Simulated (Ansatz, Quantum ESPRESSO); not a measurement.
An Ansatz (a program for electronic structure) input for a self-consistent single point of Nb (Im-3m, 1 atom in the cell) (DFT, PBE with spin-orbit coupling, plane waves, default PAW files):

Ansatz 0.2 input:
```yaml
crystal:
  lattice:
    - [-1.68369700, 1.68369700, 1.68369700]
    - [1.68369700, -1.68369700, 1.68369700]
    - [1.68369700, 1.68369700, -1.68369700]
  atoms:
    - { symbol: Nb, position: [0.00000000, 0.00000000, 0.00000000] }
basis:
  ecutwfc: 30.9 Ry
kpoints:
  mp_grid: { grid: [11, 11, 11] }
hamiltonian:
  xc: pbe
  pseudopotentials: { kind: paw }
magnetization:
  noncollinear: true
  spin_orbit: true
scf:
  occupations: { method: fermi_dirac, width: 0.0073 Ry }
output:
  forces: true
  eigenvalues: true
  stress: true
```

Question: Write the same calculation as an input for Quantum ESPRESSO.

Answer: One input that does it (others would too):

```fortran
&control
  calculation = 'scf'
  prefix = 'Nb'
  outdir = './tmp'
  pseudo_dir = './'
  tprnfor = .true.
  tstress = .true.
/
&system
  ibrav = 0
  nat = 1
  ntyp = 1
  ecutwfc = 85
  occupations = 'smearing'
  smearing = 'fermi-dirac'
  degauss = 0.0073499
  noncolin = .true.
  lspinorb = .true.
/
&electrons
  conv_thr = 1e-10
  mixing_beta = 0.7
/
ATOMIC_SPECIES
Nb    92.9064  Nb.upf
CELL_PARAMETERS bohr
  -3.1817262069     3.1817262069     3.1817262069
   3.1817262069    -3.1817262069     3.1817262069
   3.1817262069     3.1817262069    -3.1817262069
ATOMIC_POSITIONS alat
Nb    0.0000000000    0.0000000000    0.0000000000
K_POINTS automatic
11 11 11  0 0 0
```

Basis, cutoffs, solver keys and any potentials are the target program's own. This input uses DFT, PBE, spin-orbit coupling, plane waves, PseudoDojo fully relativistic norm-conserving (PBE) pseudopotentials. The width in Ry is rounded to four decimals. Both were run: pressure -7.46 GPa in Ansatz and -7.19 in Quantum ESPRESSO. Ansatz's pressure is the one without its finite-basis correction.

On Ansatz: the starting cell comes from a database of computed structures (which also holds hypothetical and non-ambient phases and stackings), without a prior relaxation at this level. Its lattice was rescaled by a random factor within 2.5 % of one. With a pressure of about -7 GPa the cell is away from its equilibrium volume at this level.

On Quantum ESPRESSO: the starting cell comes from a database of computed structures (which also holds hypothetical and non-ambient phases and stackings), without a prior relaxation at this level. Its lattice was rescaled by a random factor within 2.5 % of one. With a pressure of about -7 GPa the cell is away from its equilibrium volume at this level.
